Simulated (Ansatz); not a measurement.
## Report: rocksalt MgSe (Fm-3m), uniaxial stress along [111]

Cell and atoms are relaxed with PBEsol to each stress (compression positive); bands and masses by PBEsol with spin-orbit coupling, rigid bands (plane waves, PAW; Ansatz, a program for electronic structure). Strains are changes of length against the unloaded cell.

```yaml
crystal:
  lattice:
    - [0.00000, 2.72489, 2.72489]
    - [2.72489, 0.00000, 2.72489]
    - [2.72489, 2.72489, 0.00000]
  atoms:
    - { symbol: Mg, position: [0.00000, 0.00000, 0.00000] }
    - { symbol: Se, position: [0.50000, 0.50000, 0.50000] }
```

```csv
stress (GPa),strain [111] (%),strain [1−10] (%),gap (eV),mean mₑ*
-2.00,1.90,-0.41,1.539,0.29
-1.00,0.95,-0.21,1.589,0.29
0,0,0,1.636,0.29
1.00,-0.95,0.22,1.600,0.29
2.00,-1.89,0.45,1.548,0.29
```

[111] is the direction of the load; [11−2] strains as [1−10]. Masses are conductivity masses at 300 K in electron masses, harmonic means over x, y and z.

Question: From the two loads next to zero, find the Young modulus and the ratio of transverse to axial strain.

Answer: Between -1.00 and 1.00 GPa the strain along [111] changes by -1.90 % and that along [1−10] by 0.43 %. The modulus is 2.00/0.0190 = 105 GPa and the ratio of the strains 0.23 (PBEsol, atoms relaxed).

Question: How fast does the gap move on either side of zero load?

Answer: Under tension, (1.589 − 1.636) eV over -1.00 GPa = 47 meV/GPa, or about -4.9 eV per unit strain; under compression, (1.548 − 1.636) eV over 2.00 GPa = -44 meV/GPa, or about 4.7 eV per unit strain. The two slopes part by 91 meV/GPa; gaps are resolved to about 0.01 eV, which allows 15 meV/GPa, so they differ, even in sign: the gap has a turning point near zero load.

Masses are those of dilute carriers in rigid bands with one relaxation time, without polarons. Third decimals of gaps are kept for the arithmetic. Every relaxation keeps the rocksalt phase (space group R-3m under this load), so a transition, a distortion that breaks the symmetry or fracture can't show.
